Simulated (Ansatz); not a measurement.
Ca2Pb (Fm-3m, No. 225, 3 atoms in the cell; start mp-1009756)

Calculation: PBEsol (Ansatz, a program for electronic structure, PAW).

Settings: plane-wave cutoff 520 eV, 8×8×8 k mesh, Fermi–Dirac smearing 0.01 eV, scalar-relativistic PAW data made under PBE.

Cell (relaxed with PBEsol):

```yaml
crystal:
  lattice:
    - [0.00000, 3.76403, 3.76403]
    - [3.76403, 0.00000, 3.76403]
    - [3.76403, 3.76403, 0.00000]
  atoms:
    - { symbol: Ca, position: [0.75000, 0.75000, 0.75000] }
    - { symbol: Ca, position: [0.25000, 0.25000, 0.25000] }
    - { symbol: Pb, position: [0.00000, 0.00000, 0.00000] }
```

band gap: 0.62 eV
smallest direct gap on the k points sampled: 0.68 eV
direct gap at Γ: 1.25 eV

Spin–orbit coupling is not included; with these elements it can move the gap by several tenths of an eV or more.

The computed numbers hold no vibrational or temperature effects.

Cost on a shared machine: around 28 core-seconds (rough).

A start named mp-… is a Materials Project structure, which need not be a measured phase.
